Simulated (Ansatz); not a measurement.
# Pressure series in CsPbBr3

The parent structure is CsPbBr₃ in the cubic perovskite structure (space group Pm-3m, No. 221).

```yaml
crystal:
  lattice:
    - [5.93761, 0.00000, 0.00000]
    - [0.00000, 5.93761, 0.00000]
    - [0.00000, 0.00000, 5.93761]
  atoms:
    - { symbol: Cs, position: [0.00000, 0.00000, 0.00000] }
    - { symbol: Pb, position: [0.50000, 0.50000, 0.50000] }
    - { symbol: Br, position: [0.00000, 0.50000, 0.50000] }
    - { symbol: Br, position: [0.50000, 0.50000, 0.00000] }
    - { symbol: Br, position: [0.50000, 0.00000, 0.50000] }
```

Cell and atoms are relaxed at each pressure.

Method: plane-wave PAW DFT at the r2SCAN level (Ansatz, a program for electronic structure, 500 eV), no SOC.

Problem. Only one of these has no band gap. Which?
A) pressure 1.8 GPa
B) pressure −1 GPa
C) pressure 18 GPa
D) pressure 4.2 GPa
E) pressure −2 GPa

Solution. C, pressure 18 GPa. Computed: pressure 18 GPa: zero; pressure 1.8 GPa: 1.71 eV; pressure −2 GPa: 2.44 eV; pressure −1 GPa: 2.23 eV; pressure 4.2 GPa: 1.34 eV

The mesh was chosen for an insulator and is coarse for the gapless case. Spin-orbit coupling, missing from the scalar runs, can matter with Pb. Load acts through the strain it causes; cell and atoms are relaxed under it. No phonon test of stability was made. Competing high-pressure phases were not computed. All final runs are without spin polarisation. Many cubic perovskites are stable only at high temperature; tilts and polar distortions were not tested. This is not the structure that CsPbBr3 has at room temperature and ambient pressure. A zero or small gap of CsPbBr3 under pressure 18 GPa can be the functional's error rather than a property of the material.
